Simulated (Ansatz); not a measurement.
Reference: MoRh (Pmma), PBEsol, DFPT electron-phonon coupling, linearised Boltzmann equation (plane waves, PAW, scalar-relativistic; Ansatz, a first-principles code); geometry: relaxed with this functional, without spin-orbit coupling.

```cif
data_Mo2Rh2
_chemical_formula_sum 'Mo2 Rh2'
_space_group_name_H-M_alt 'P 1'
_space_group_IT_number 1
_cell_length_a 4.38409
_cell_length_b 2.71870
_cell_length_c 4.77980
_cell_angle_alpha 90.000
_cell_angle_beta 90.000
_cell_angle_gamma 90.000
loop_
_space_group_symop_operation_xyz
  'x, y, z'
loop_
_atom_site_label
_atom_site_type_symbol
_atom_site_fract_x
_atom_site_fract_y
_atom_site_fract_z
_atom_site_occupancy
Mo1 Mo 0.75000 0.00000 0.17140 1
Mo2 Mo 0.25000 0.00000 0.82860 1
Rh1 Rh 0.75000 0.50000 0.67327 1
Rh2 Rh 0.25000 0.50000 0.32673 1
```

- resistivity at 300 K: 11.0 μΩ·cm
- mean free path at 300 K: 6.7 nm
- electron-phonon coupling λ: 0.50
- logarithmic mean phonon energy: 21 meV

Problem. Replace Rh by Ir on the same sites and relax. What happens?

Solution. MoIr (Pmma): volume per atom 14.2 to 14.5 Å³; resistivity at 300 K stays about the same (11.0 μΩ·cm to 10.0 μΩ·cm); mean free path at 300 K rises (6.7 nm to 7.9 nm); electron-phonon coupling λ stays about the same (0.50 to 0.47); logarithmic mean phonon energy stays about the same (21 meV to 21 meV).

Moves up to 9 % count as about the same. Metals; harmonic phonons alone scatter; means over directions. The mean free path is weighted by the current that each state carries. Halving the electron mesh moves these values by up to 6 %; q meshes are mostly untested. Spin-orbit coupling is left out.

Formula and space group known from diffraction (Crystallography Open Database), not checked to be the room-temperature form: MoIr (Pmma). Computed structure with no diffraction record at hand here (it may be known, metastable or hypothetical): MoRh (Pmma). The missing spin-orbit coupling matters most for MoIr (Pmma).
